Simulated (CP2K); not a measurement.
# Input and output of a self-consistent single point for BaAg2O2 (I4_1/amd, 10 atoms in the cell) (CP2K)

Method: CP2K with PBEsol, GPW, DZVP-MOLOPT-SR-GTH basis, GTH-PBE potentials (GTH_POTENTIALS).

Input as run:

```
&GLOBAL
  PROJECT scf
  RUN_TYPE ENERGY_FORCE
  PRINT_LEVEL LOW
&END GLOBAL
&FORCE_EVAL
  METHOD Quickstep
  STRESS_TENSOR ANALYTICAL
  &DFT
    BASIS_SET_FILE_NAME BASIS_MOLOPT
    POTENTIAL_FILE_NAME GTH_POTENTIALS
    &QS
      METHOD GPW
      EPS_DEFAULT 1E-10
    &END QS
    &MGRID
      CUTOFF 500
      REL_CUTOFF 40
      NGRIDS 5
    &END MGRID
    &SCF
      SCF_GUESS ATOMIC
      EPS_SCF 1E-7
      MAX_SCF 100
      ADDED_MOS 15
      &DIAGONALIZATION
        ALGORITHM STANDARD
      &END DIAGONALIZATION
      &MIXING
        METHOD BROYDEN_MIXING
        ALPHA 0.3
        NBUFFER 12
        BETA 1.5
      &END MIXING
    &END SCF
    &KPOINTS
      SCHEME MONKHORST-PACK 4 4 4
    &END KPOINTS
    &XC
      &XC_FUNCTIONAL
        &PBE
          PARAMETRIZATION PBESOL
        &END PBE
      &END XC_FUNCTIONAL
    &END XC
    &PRINT
      &MO
        EIGENVALUES T
        OCCUPATION_NUMBERS T
        NDIGITS 8
        FILENAME mo
        &EACH
          QS_SCF 0
        &END EACH
        ADD_LAST NUMERIC
      &END MO
      &MULLIKEN OFF
      &END MULLIKEN
    &END PRINT
  &END DFT
  &SUBSYS
    &CELL
      A 6.84897700 0.00000000 0.00000000
      B 1.82771800 6.60060100 0.00000000
      C -4.33834700 -3.30030000 4.14671500
      PERIODIC XYZ
    &END CELL
    &COORD
      SCALED
      Ba       0.50000000     0.50000000     0.00000000
      Ba       0.25000000     0.75000000     0.50000000
      Ag       0.37500000     0.12500000     0.25000000
      Ag       0.87500000     0.12500000     0.25000000
      Ag       0.87500000     0.12500000     0.75000000
      Ag       0.87500000     0.62500000     0.75000000
      O        0.00981000     0.50981000     0.50000000
      O        0.25981000     0.25981000     0.00000000
      O        0.74019000     0.74019000     0.00000000
      O        0.49019000     0.99019000     0.50000000
    &END COORD
    &KIND Ba
      BASIS_SET DZVP-MOLOPT-SR-GTH-q10
      POTENTIAL GTH-PBE-q10
    &END KIND
    &KIND Ag
      BASIS_SET DZVP-MOLOPT-SR-GTH-q11
      POTENTIAL GTH-PBE-q11
    &END KIND
    &KIND O
      BASIS_SET DZVP-MOLOPT-SR-GTH-q6
      POTENTIAL GTH-PBE-q6
    &END KIND
  &END SUBSYS
  &PRINT
    &FORCES ON
    &END FORCES
    &STRESS_TENSOR ON
    &END STRESS_TENSOR
  &END PRINT
&END FORCE_EVAL
```

The program printed (abridged):

```
 GLOBAL| Method name                                                        CP2K
 GLOBAL| Project name                                                        scf
 GLOBAL| Run type                                                   ENERGY_FORCE

 TOTAL NUMBERS AND MAXIMUM NUMBERS

  Total number of            - Atomic kinds:                                   3
                             - Atoms:                                         10
                             - Shell sets:                                    10
                             - Shells:                                        60
                             - Primitive Cartesian functions:                 52
                             - Cartesian basis functions:                    206
                             - Spherical basis functions:                    180

  Maximum angular momentum of- Orbital basis functions:                        3
                             - Local part of the GTH pseudopotential:          2
                             - Non-local part of the GTH pseudopotential:      4

 SCF PARAMETERS         Density guess:                                    ATOMIC
                        max_scf:                                             100
                        max_diis:                                              4
                        eps_scf:                                        1.00E-07
                        eps_diis:                                       1.00E-01
                        eps_eigval:                                     1.00E-05
                        level_shift [a.u.]:                             0.000000
                        added MOs                                        15    0
                        Mixing method:                            BROYDEN_MIXING
                                                charge density mixing in g-space
                        No outer SCF

 Extrapolation method: initial_guess

 Number of electrons:                                                         88
 Number of occupied orbitals:                                                 44
 Number of molecular orbitals:                                                59

 Number of orbital functions:                                                180
 Number of independent orbital functions:                                    180

 SCF WAVEFUNCTION OPTIMIZATION

  Step     Update method      Time    Convergence         Total energy    Change
     1 NoMix/Diag. 0.30E+00      -     1.43906769      -263.0549257181 -2.63E+02
     2 Broy./Diag. 0.30E+00      -     0.18020840      -261.1657952896  1.89E+00
     3 Broy./Diag. 0.30E+00      -     0.17544016      -263.0143983995 -1.85E+00
     4 Broy./Diag. 0.30E+00      -     0.04472356      -263.5796530082 -5.65E-01
     5 Broy./Diag. 0.30E+00      -     0.02490113      -262.1080153286  1.47E+00
     6 Broy./Diag. 0.30E+00      -     0.02446903      -262.1784320377 -7.04E-02
     7 Broy./Diag. 0.30E+00      -     0.01093740      -262.7447742753 -5.66E-01
   [... 9 lines left out ...]
    17 Broy./Diag. 0.30E+00      -     0.00000604      -262.7445870031  8.38E-05
    18 Broy./Diag. 0.30E+00      -     0.00000139      -262.7445682137  1.88E-05
    19 Broy./Diag. 0.30E+00      -     0.00000090      -262.7445592608  8.95E-06
    20 Broy./Diag. 0.30E+00      -     0.00000015      -262.7445603667 -1.11E-06
    21 Broy./Diag. 0.30E+00      -     0.00000009      -262.7445617715 -1.40E-06

  *** SCF run converged in    21 steps ***

  Electronic density on regular grids:        -87.9999999920        0.0000000080
  Core density on regular grids:               87.9999999903       -0.0000000097
  Total charge density on r-space grids:       -0.0000000017
  Total charge density g-space grids:          -0.0000000017

  Overlap energy of the core charge distribution:               0.00000003468697
  Self energy of the core charge distribution:               -510.11750226090425
  Core Hamiltonian energy:                                    148.01218789328931
  Hartree energy:                                             143.45172144895466
  Exchange-correlation energy:                                -44.09096888756788

  Total energy:                                              -262.74456177154116

 ENERGY| Total FORCE_EVAL ( QS ) energy [hartree]           -262.744562593165654

 FORCES| Atomic forces [hartree/bohr]
 FORCES|   Atom     x               y               z               |f|
 FORCES|      1 -5.60139056E-08 -1.00612130E-07 -2.42953093E-08   1.17688658E-07
 FORCES|      2  1.39967438E-07  5.34716390E-08 -2.31032949E-08   1.51604295E-07
 FORCES|      3  2.90314663E-06 -4.06697496E-06 -1.78116524E-08   4.99688533E-06
 FORCES|      4  2.91623535E-06 -3.18327400E-06  4.10891174E-07   4.33664542E-06
 FORCES|      5  2.21426276E-06 -3.71505545E-06 -6.15863594E-07   4.36851056E-06
 FORCES|      6  3.18076876E-06 -3.85859512E-06  1.56898234E-07   5.00306539E-06
 FORCES|      7  9.70999043E-04  7.39779503E-04 -6.81471922E-07   1.22070198E-03
 FORCES|      8  9.72289431E-04  7.38403482E-04 -1.11852485E-06   1.22089626E-03
 FORCES|      9 -9.71164096E-04 -7.39760758E-04  1.08681051E-06   1.22082221E-03
 FORCES|     10 -9.72218285E-04 -7.38278886E-04  8.26510686E-07   1.22076402E-03
 FORCES| Sum     1.12044597E-05 -1.47276990E-05  3.99830915E-11
 FORCES| Total atomic force                                       1.85052705E-05

 STRESS| Analytical stress tensor [bar]
 STRESS|                        x                   y                   z
 STRESS|      x       -7.65371969871E+03  -1.53497157065E+03  -5.25331872404E+00
 STRESS|      y       -1.53497157065E+03  -6.80338398665E+03  -4.09324324818E+00
 STRESS|      z       -5.25331872404E+00  -4.09324324818E+00  -5.63564493646E+03
 STRESS| 1/3 Trace                                            -6.69758287394E+03
```

The run converged in 21 iterations.

The starting cell comes from a database of computed structures (which also holds hypothetical and non-ambient phases and stackings), without a prior relaxation at this level. Values carry the incompleteness of an atom-centred basis. The potentials were made for another functional than the one used.

Cost on one core of a shared machine: roughly 4 min.
